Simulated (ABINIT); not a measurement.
Band structure of Al2Au (Fm-3m, 3 atoms in the cell).

```
CELL_PARAMETERS angstrom
      0.00000     3.04317     3.04317
      3.04317     0.00000     3.04317
      3.04317     3.04317     0.00000
ATOMIC_POSITIONS crystal
  Al 0.25000 0.25000 0.25000
  Al 0.75000 0.75000 0.75000
  Au 0.00000 0.00000 0.00000
```

Method of the run: PBE, norm-conserving pseudopotentials (PseudoDojo nc-sr-05 PBE standard) (plane waves; ABINIT).

Settings: pseudos = [Al.upf, Au.upf]; ecut = 38 Ha; ixc = 11; occopt = 3; tsmear = 0.1 eV; ngkpt = 9 9 9; nshiftk = 1; shiftk = 0 0 0; potentials = PseudoDojo nc-sr-05 PBE standard; kptopt = 1; nstep = 50; toldfe1 = 1e-09 Ha; ndtset = 2.

The starting cell comes from a database of computed structures (which also holds hypothetical and non-ambient phases and stackings), without a prior relaxation at this level. Its lattice was rescaled by a random factor within 2.5 % of one. Spin-orbit coupling is off.

Levels in eV from the Fermi level, bands 10 to 17:
```
point     10     11     12     13    14    15    16    17
-----  -----  -----  -----  -----  ----  ----  ----  ----
Γ      -5.46   1.92   2.92   2.92  2.92  3.70  3.70  3.70
X      -5.18  -4.90  -2.04  -2.04  1.01  2.06  7.58  9.42
W      -5.06  -3.96  -3.96  -2.14  3.93  3.93  5.05  5.25
K      -5.37  -4.53  -3.33  -1.33  1.68  4.24  5.88  7.39
L      -5.36  -5.31   0.35   0.35  3.18  3.25  3.66  3.66
U      -5.37  -4.53  -3.33  -1.33  1.68  4.24  5.88  7.39
```

Bands cross the Fermi level along this path, so the cell is metallic at this level.
